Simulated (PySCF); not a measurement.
PySCF 2.14.0, CAM-B3LYP/def2-svp: Ca(F)(OH)(OH2)2 ([OH][Ca](<-[OH2])(<-[OH2])[F]), 10 atoms. The geometry is a generated start, not checked to be a minimum at this level.

```json
{
  "task": "energy and gradient",
  "method": "cam-b3lyp",
  "basis": "def2-svp",
  "mol.max_memory": "7000 MB",
  "mf.init_guess": "minao (default)",
  "mf.DIIS": "CDIIS (default)",
  "mf.diis_space": "8 (default)",
  "mf.conv_tol": "1e-09 (default)",
  "mf.grids.level": "3 (default)",
  "basis functions (reference run)": "105",
  "grid points (reference run)": "125976"
}
```

```xyz
10

Ca    -0.0356     0.1534    -0.8472
F      1.7089     0.7978    -0.9743
O     -0.0267    -0.3310     1.1366
H      0.8879    -0.4439     1.4149
O     -0.5023     2.0774     0.0132
H      0.4033     2.3927    -0.1233
H     -0.3964     1.4523     0.7661
O     -0.6266    -1.8523    -0.8059
H     -0.4488    -1.5001     0.1302
H     -0.9637    -2.7464    -0.7104
```

The reference run uses exact four-centre integrals. One run each, on a shared machine, so no times are given.

Settings tried, all else as in the reference:
- density fitting, auxbasis = def2-universal-jfit
- density fitting
- density fitting of J alone, exact K
- density fitting, auxbasis = autoaux

**Question.** Sort the settings: which keep to the reference within 0.10 meV/atom in energy, 1.0 meV/Å in forces (largest component), and which don't?

**Answer.** Within it: density fitting. Outside: density fitting, auxbasis = autoaux; density fitting of J alone, exact K; density fitting, auxbasis = def2-universal-jfit.

```tsv
setting	energy against the reference	difference in forces (largest component)
density fitting	+0.0028 meV/atom	0.56 meV/Å
density fitting, auxbasis = autoaux	−0.062 meV/atom	1.4 meV/Å
density fitting of J alone, exact K	−0.27 meV/atom	0.25 meV/Å
density fitting, auxbasis = def2-universal-jfit	+2400 meV/atom	130 meV/Å
```

Total energies are compared; such shifts often cancel in part in energy differences. def2-universal-jfit is made for Coulomb alone and misses functions that exchange needs. Also tried and not ranked: density fitting, auxbasis = def2-universal-jkfit (same energy as a listed run); COSX exchange (sgx_fit, pjs) with fitted J, mf.with_df.grids_level_i = 1, mf.with_df.grids_level_f = 1 (gradient came out as NaN); COSX exchange (sgx_fit, pjs) with fitted J, mf.with_df.grids_level_i = 1, mf.with_df.grids_level_f = 2 (default) (gradient came out as NaN); COSX exchange (sgx_fit, pjs) with fitted J, mf.with_df.grids_level_i = 1, mf.with_df.grids_level_f = 3 (gradient came out as NaN); COSX exchange (sgx_fit, pjs) with fitted J, mf.with_df.grids_level_i = 1, mf.with_df.grids_level_f = 4 (gradient came out as NaN). The tolerance is a choice made for this comparison.
